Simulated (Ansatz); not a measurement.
The starting structures come from a database of crystals and need not be the phases stable at ambient conditions.

 Where the default PAW files enter, the runs use the earlier of Ansatz's two default sets.

**Evanescent states of Ge₃N₄ (P6_3/m, not sure to be the ambient phase, 14 atoms a cell, 12.4 Å³ an atom) along the normal of (001)**

Level of theory: PBEsol (plane waves, PAW; Ansatz, an electronic-structure program).

The gap is the functional's own, uncorrected, and κ follows it; spin-orbit coupling is left out. Mid-gap values are interpolated between the computed energies.

Energies count from the valence-band top; κ is the least over a 6×6 mesh across the current.

```
E (eV)  κ (1/Å)  where
------  -------  -----
0.06      0.123  off Γ
0.17      0.163      Γ
0.28      0.176      Γ
0.39      0.185      Γ
0.49          ?      Γ
0.60          ?      Γ
0.71          ?      Γ
0.82          ?      Γ
0.94          ?      Γ
1.04          ?      Γ
1.16          ?      Γ
1.26          ?      Γ
1.38      0.176      Γ
1.49          ?      Γ
1.59          ?      Γ
1.71      0.142      Γ
1.81      0.124      Γ
1.93      0.101      Γ
2.04      0.067      Γ
```

Task: Some entries are withheld; supply them.

Result: 
- 0.49, κ (1/Å): 0.191
- 0.60, κ (1/Å): 0.195
- 0.71, κ (1/Å): 0.197
- 0.82, κ (1/Å): 0.197
- 0.94, κ (1/Å): 0.196
- 1.04, κ (1/Å): 0.193
- 1.16, κ (1/Å): 0.189
- 1.26, κ (1/Å): 0.184
- 1.49, κ (1/Å): 0.167
- 1.59, κ (1/Å): 0.156
